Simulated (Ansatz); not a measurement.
Base system: ZnS in the zinc blende structure (space group F-43m, No. 216; a = 5.297 Å). Axes: x, y, z lie along the cube axes.

Computed with LDA, PAW, 420 eV (Ansatz, a first-principles code; no SOC).

Before the change:

| Item | Result |
|---|---|
| Valley order | Γ 2.13 eV; X along ⟨100⟩ 3.05 eV; L along ⟨111⟩ 3.20 eV |

Now apply this change: uniaxial strain ε_zz = −1.50 %, all other strain components held at zero, atoms relaxed at fixed cell.

Question: Estimate the effect on the stress, valley order, energy relative to the base and hole mass.

Answer: The stress (xx, yy, zz, yz, xz, xy; compression positive) amounts to (1.12, 1.12, 1.77, 0.00, 0.00, 0.00) GPa; the valley order (the lowest conduction-band minima on the path, energy above the VBM, named in the base's zone) becomes Γ 2.16 eV; X along [001] 2.92 eV; X along [100] 3.01 eV; L along [1-11] 3.19 eV (base: Γ 2.13 eV; X along ⟨100⟩ 3.05 eV; L along ⟨111⟩ 3.20 eV); the energy grows by 1.5 meV/atom; the hole mass is 0.19 mₑ along z, 0.61 mₑ across (at Γ).

The levels and masses belong to the bands next to the band gap. Masses are band curvatures over ±0.01 Å⁻¹ around the edge. Whether these cells are dynamically stable was not tested.
